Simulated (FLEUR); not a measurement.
Short convergence ladders for HfC (I4mm, 2 atoms in the cell)

```yaml
crystal:
  lattice:
    - [0.00000, 2.33160, 2.33160]
    - [2.33160, 0.00000, 2.33160]
    - [2.33160, 2.33160, 0.00000]
  atoms:
    - { symbol: Hf, position: [0.01072, 0.01072, 0.98928] }
    - { symbol: C, position: [0.50000, 0.50000, 0.50000] }
```

Base method: LDA (Vosko-Wilk-Nusair), all-electron FLAPW (FLEUR), scalar-relativistic valence run with FLEUR.

Base settings: Kmax = 4.5 1/bohr; GmaxXC = 22.5 1/bohr; xcFunctional = vwn; jspins = 1; l_soc = F; mode = hist; fermiSmearingEnergy = 0.00367493 Htr; mesh (inpgen div1-3) = 6 6 6; inpgen gamma flag = true; Gmax = 22.5 1/bohr.

Core times come from one kind of shared machine, to one figure; runs under 30 s give none.

**The k-point mesh**

Moved along: kpt_gamma.

The second cell is the first with its lattice scaled by 0.98.

Only quantities that move along the ladder and can be compared are tabulated.

| kpt_div | free energy less the last step's (meV/atom) | energy of the compressed cell less the first (meV/atom) | largest difference of a force vector from the last step's (eV/Å) |
|---|---|---|---|
| 2 2 2 | 613.60 | 8.21 | 0.531 |
| 4 4 4 | 27.90 | -35.14 | 0.064 |
| 6 6 6 | 5.29 | -30.40 | 0.032 |
| 7 7 7 | 3.26 | -30.87 | 0.001 |
| 9 9 9 | 1.65 | -30.84 | 0.001 |
| 13 13 13 | 0.00 | -30.95 | 0.000 |

Coarsest kpt_div that holds the forces within 0.02 eV/Å of the last step, with all finer ones: 7 7 7; the step before is off by 0.032 eV/Å.

Coarsest kpt_div that holds the energy of the compressed cell less the first within 2 meV/atom of the last step, with all finer ones: 6 6 6; the step before is off by 4.2 meV/atom.

Coarsest kpt_div that holds the free energy within 2 meV/atom: not settled: the last two steps still differ by 1.7 meV/atom, over half the tolerance, so the ladder does not show it.

**The k-point mesh at a smearing width of 0.05 eV**

In this ladder: fermiSmearingEnergy = 0.00183747 Htr. Moved along: kpt_gamma.

The second cell is the first with its lattice scaled by 0.98.

Only quantities that move along the ladder and can be compared are tabulated.

```tsv
kpt_div	free energy less the last step's (meV/atom)	energy of the compressed cell less the first (meV/atom)	largest difference of a force vector from the last step's (eV/Å)
4 4 4	31.36	-36.48	0.023
6 6 6	5.93	-30.74	0.040
9 9 9	2.05	-30.94	0.013
13 13 13	0.00	-31.00	0.000
```

Coarsest kpt_div that holds the free energy within 5 meV/atom of the last step, with all finer ones: 9 9 9; the step before is off by 5.9 meV/atom.

Coarsest kpt_div that holds the energy of the compressed cell less the first within 0.5 meV/atom of the last step, with all finer ones: 6 6 6; the step before is off by 5.5 meV/atom.

Coarsest kpt_div that holds the forces within 0.02 eV/Å: not settled: the last two steps still differ by 0.013 eV/Å, over half the tolerance, so the ladder does not show it.

**The mesh under tetrahedron occupations**

In this ladder: mode = tetra; fermiSmearingEnergy = 0.0001 Htr.

Only quantities that move along the ladder and can be compared are tabulated.

```csv
kpt_div,free energy less the last step's (meV/atom),largest difference of a force vector from the last step's (eV/Å),core time / last (rough)
5 5 5,43.66,0.423,0.1
8 8 8,8.13,0.091,0.3
12 12 12,1.50,0.018,0.6
15 15 15,0.00,0.000,1
```

Coarsest kpt_div that holds the forces within 0.02 eV/Å: not settled: the last two steps still differ by 0.018 eV/Å, over half the tolerance, so the ladder does not show it.

Coarsest kpt_div that holds the free energy within 5 meV/atom of the last step, with all finer ones: 12 12 12; the step before is off by 8.1 meV/atom.

On the base run: the starting cell has typed, rounded lattice constants, without a prior relaxation at this level. Its lattice was rescaled by up to half a per cent. One atom was moved a little off its site on purpose. Values depend on the basis (sphere radii, cutoffs, local orbitals), which need not be converged.
